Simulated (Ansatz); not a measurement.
The starting structures come from a database of crystals and need not be the phases stable at ambient conditions.

**Evanescent states of SrHI (P4/nmm, not sure to be the ambient phase, 6 atoms a cell, 25.2 Å³ an atom) along the normal of (111)**

Calculation: r2SCAN (plane waves, PAW; Ansatz, an electronic-structure program).

No gap correction and no spin-orbit coupling; mid-gap values are interpolated between computed energies.

Energies count from the valence-band top; κ is the least over a 6×4 mesh across the current.

```json
[
 {"E (eV)": "0.09", "κ (1/Å)": "0.137", "where": "off Γ"},
 {"E (eV)": "0.27", "κ (1/Å)": "0.210", "where": "off Γ"},
 {"E (eV)": "0.45", "κ (1/Å)": "0.248", "where": "off Γ"},
 {"E (eV)": "0.63", "κ (1/Å)": "0.272", "where": "off Γ"},
 {"E (eV)": "0.81", "κ (1/Å)": "0.290", "where": "off Γ"},
 {"E (eV)": "0.99", "κ (1/Å)": "0.304", "where": "off Γ"},
 {"E (eV)": "1.17", "κ (1/Å)": "0.315", "where": "off Γ"},
 {"E (eV)": "1.35", "κ (1/Å)": "0.323", "where": "off Γ"},
 {"E (eV)": "1.53", "κ (1/Å)": "0.330", "where": "off Γ"},
 {"E (eV)": "1.71", "κ (1/Å)": "0.335", "where": "off Γ"},
 {"E (eV)": "1.89", "κ (1/Å)": "0.339", "where": "off Γ"},
 {"E (eV)": "2.07", "κ (1/Å)": "0.342", "where": "off Γ"},
 {"E (eV)": "2.25", "κ (1/Å)": "0.333", "where": "off Γ"},
 {"E (eV)": "2.43", "κ (1/Å)": "0.316", "where": "off Γ"},
 {"E (eV)": "2.61", "κ (1/Å)": "0.298", "where": "off Γ"},
 {"E (eV)": "2.79", "κ (1/Å)": "0.276", "where": "off Γ"},
 {"E (eV)": "2.97", "κ (1/Å)": "0.251", "where": "off Γ"},
 {"E (eV)": "3.15", "κ (1/Å)": "0.220", "where": "off Γ"},
 {"E (eV)": "3.33", "κ (1/Å)": "0.182", "where": "off Γ"},
 {"E (eV)": "3.51", "κ (1/Å)": "0.126", "where": "off Γ"}
]
```

How thick must the barrier be to attenuate the transmission by 10^8 when the electrodes' Fermi level lies at 2.97 eV, and what attenuation does that film give at 1.17 eV?

d = 8 ln 10 / (2 × 0.251) = 36.7 Å. At 1.17 eV it gives 8 × 0.315/0.251 = 10.0 decades.
